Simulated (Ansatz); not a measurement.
**V2AlC (P6₃/mmc, No. 194, 8 atoms in the cell; start mp-1025497)**

Calculation: r²SCAN in Ansatz (PAW).

Settings: plane-wave cutoff 500 eV, 18×18×4 k mesh (along the axes of the cell as run), Fermi–Dirac smearing 0.05 eV, no spin polarisation, scalar-relativistic PAW data made under PBE.

Cell (relaxed at this level):

```
CELL_PARAMETERS angstrom
      2.88485     0.00000     0.00000
     -1.44242     2.49835     0.00000
      0.00000     0.00000    13.11715
ATOMIC_POSITIONS crystal
  Al 0.33333 0.66667 0.25000
  Al 0.66667 0.33333 0.75000
  V  0.33333 0.66667 0.58570
  V  0.66667 0.33333 0.41430
  V  0.66667 0.33333 0.08570
  V  0.33333 0.66667 0.91430
  C  0.00000 0.00000 0.00000
  C  0.00000 0.00000 0.50000
```

For V2AlC (P6₃/mmc, No. 194, 8 atoms in the cell; start mp-1025497), the band gap is none.

Note: the relaxation could not lower the start's symmetry, so the cell can be a saddle point above a distorted one.

Computed values are for the static lattice.

Computing time: roughly 2.7 core-minutes.

A start named mp-… is a Materials Project structure, which need not be a measured phase.

Ansatz is a program for electronic structure.
